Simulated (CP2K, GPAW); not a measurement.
A GPAW input for a self-consistent single point of K₂SnHgTe₄ (I-42m, 8 atoms in the cell) (DFT LDA (Perdew-Wang 92), plane waves, GPAW PAW datasets LDA (gpaw-data 1.0.1)):

```python
from ase import Atoms
from ase.units import GPa
from gpaw import GPAW

atoms = Atoms(['K', 'K', 'Sn', 'Hg', 'Te', 'Te', 'Te', 'Te'],
              cell=[[-4.305659, 4.305659, 3.661123],
                    [4.305659, -4.305659, 3.661123],
                    [4.305659, 4.305659, -3.661123]],
              positions=[[0.000000, 4.305659, 0.000000],
                         [4.305659, 0.000000, 0.000000],
                         [0.000000, 0.000000, 0.000000],
                         [0.000000, 0.000000, 3.661123],
                         [1.510167, -1.510167, 5.580869],
                         [2.795492, 2.795492, -1.919746],
                         [-1.510167, 1.510167, 5.580869],
                         [1.510167, 1.510167, 1.741377]],
              pbc=True)

calc = GPAW(mode={'name': 'pw', 'ecut': 550},
            xc='LDA',
            kpts=(3, 3, 3),
            occupations={'name': 'fixed-uniform'},
            nbands=-8,
            convergence={'forces': 0.001, 'bands': -6},
            symmetry={'symmorphic': False, 'tolerance': 0.0005},
            maxiter=100,
            txt='-')

atoms.calc = calc

energy = atoms.get_potential_energy()
print('Energy (eV):', round(energy, 6))
forces = atoms.get_forces()
print('Forces (eV/Ang):')
print(forces.round(5))
stress = atoms.get_stress()
print('Stress (GPa, Voigt):', (stress / GPa).round(4))
```

Give the CP2K input for the same structure, mesh, smearing and functional.

One input that does it (others would too):

```
&GLOBAL
  PROJECT bulk
  RUN_TYPE ENERGY_FORCE
  PRINT_LEVEL LOW
&END GLOBAL
&FORCE_EVAL
  METHOD Quickstep
  STRESS_TENSOR ANALYTICAL
  &DFT
    BASIS_SET_FILE_NAME BASIS_MOLOPT
    POTENTIAL_FILE_NAME GTH_POTENTIALS
    &QS
      METHOD GPW
      EPS_DEFAULT 1E-10
    &END QS
    &MGRID
      CUTOFF 500
      REL_CUTOFF 50
      NGRIDS 5
    &END MGRID
    &SCF
      SCF_GUESS ATOMIC
      EPS_SCF 1E-6
      MAX_SCF 100
      ADDED_MOS 10
      &DIAGONALIZATION
        ALGORITHM STANDARD
      &END DIAGONALIZATION
      &MIXING
        METHOD BROYDEN_MIXING
        ALPHA 0.3
        NBUFFER 10
        BETA 1
      &END MIXING
    &END SCF
    &KPOINTS
      SCHEME MONKHORST-PACK 3 3 3
    &END KPOINTS
    &XC
      &XC_FUNCTIONAL PADE
      &END XC_FUNCTIONAL
    &END XC
    &PRINT
      &MO
        EIGENVALUES T
        OCCUPATION_NUMBERS T
        NDIGITS 8
        FILENAME mo
        &EACH
          QS_SCF 0
        &END EACH
        ADD_LAST NUMERIC
      &END MO
      &MULLIKEN OFF
      &END MULLIKEN
    &END PRINT
  &END DFT
  &SUBSYS
    &CELL
      A 7.10501400 0.00000000 0.00000000
      B -3.33195400 6.27529300 0.00000000
      C -1.88653000 -3.13764700 6.08912100
      PERIODIC XYZ
    &END CELL
    &COORD
      K        2.60924200    -1.56882350     3.04456050
      K       -2.60924200     1.56882300     3.04456050
      Sn       0.00000000     0.00000000     0.00000000
      Hg       1.88653000     3.13764650     0.00000000
      Te       1.04541979     5.88340095     0.00000000
      Te      -0.98922087    -1.64525664     3.95342270
      Te       4.70608195     3.68240469     0.00000000
      Te       0.89730913     1.49239001     2.13569830
    &END COORD
    &KIND K
      BASIS_SET DZVP-MOLOPT-SR-GTH
      POTENTIAL GTH-PADE-q9
    &END KIND
    &KIND Sn
      BASIS_SET DZVP-MOLOPT-SR-GTH
      POTENTIAL GTH-PADE-q4
    &END KIND
    &KIND Hg
      BASIS_SET DZVP-MOLOPT-SR-GTH
      POTENTIAL GTH-PADE-q12
    &END KIND
    &KIND Te
      BASIS_SET DZVP-MOLOPT-SR-GTH
      POTENTIAL GTH-PADE-q6
    &END KIND
  &END SUBSYS
  &PRINT
    &FORCES ON
    &END FORCES
    &STRESS_TENSOR ON
    &END STRESS_TENSOR
  &END PRINT
&END FORCE_EVAL
```

Basis settings and potentials, where a program has them, do not carry over. This input uses DFT LDA (Pade form), GPW, DZVP-MOLOPT-SR-GTH basis, GTH-PADE potentials (GTH_POTENTIALS). LDA parametrisations can differ slightly between programs.

The starting cell comes from a database of computed structures (which also holds hypothetical and non-ambient phases and stackings), without a prior relaxation at this level. For this run, on top of that: lattice scaled by 0.98.
